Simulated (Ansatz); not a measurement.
Consider BeTe in the rock salt structure (space group Fm-3m, No. 225; a = 5.371 Å; a hypothetical phase, not in the database extracts checked; relaxed with 0.1 eV smearing). Axes: x, y, z lie along the cube axes.

Computed with r2SCAN (Ansatz, a quantum-chemistry and plane-wave program, PAW, without spin-orbit coupling), earlier PAW set.

A first run, uniaxial strain ε_xx = −1.21 %, gives secant values C11 ≈ 120 GPa and C12 ≈ 48 GPa from its stress. A second run applies isotropic strain +2.90 %.

Q: What does linear elasticity predict for the bulk modulus −ΔP/(ΔV/V₀) in the second run, and what does the run give?

A: Linear elasticity: (C11 + 2 C12)/3 = 72 GPa. The run gives 54 GPa; any difference comes from nonlinear terms at these strains and numerical noise.

No phonon test of stability was made. All final runs are without spin polarisation.
